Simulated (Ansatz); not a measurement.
**Hypothetical P6_422 AlP, carrier doping**

The reference is AlP (space group P6_422, No. 181; a = 3.851 Å, c = 8.690 Å; a hypothetical phase, not in the database extracts checked).

Carriers are added at fixed cell with a uniform background; the Fermi–Dirac width is that of 300 K.

All numbers come from PBE (Ansatz, a first-principles code; PAW; 420 eV plane waves; scalar-relativistic without spin-orbit coupling).

Notes on the quantities. Fermi level from band edge: Fermi level relative to the doped band's edge (positive inside the band; to 0.05 eV).

| variant | Fermi level from band edge | gap between the host's bands |
|---|---|---|
| undoped | – | 0.95 eV |
| electrons 2.0×10^21 cm⁻³ | +0.45 eV | 0.94 eV |
| electrons 7.0×10^21 cm⁻³ | +0.80 eV | 0.89 eV |
| electrons 1.0×10^22 cm⁻³ | +0.95 eV | 0.87 eV |
| holes 2.0×10^21 cm⁻³ | +0.40 eV | 1.00 eV |
| holes 7.0×10^21 cm⁻³ | +0.70 eV | 1.11 eV |
| holes 1.0×10^22 cm⁻³ | +0.80 eV | 1.17 eV |

Carriers are added with a uniform compensating background; total energy and stress of such cells depend on the potential's zero and are not compared; many-body gap narrowing is missing at this level. Whether these cells are dynamically stable was not tested. The base started in P3_121 and relaxed to P6_422 at this level.
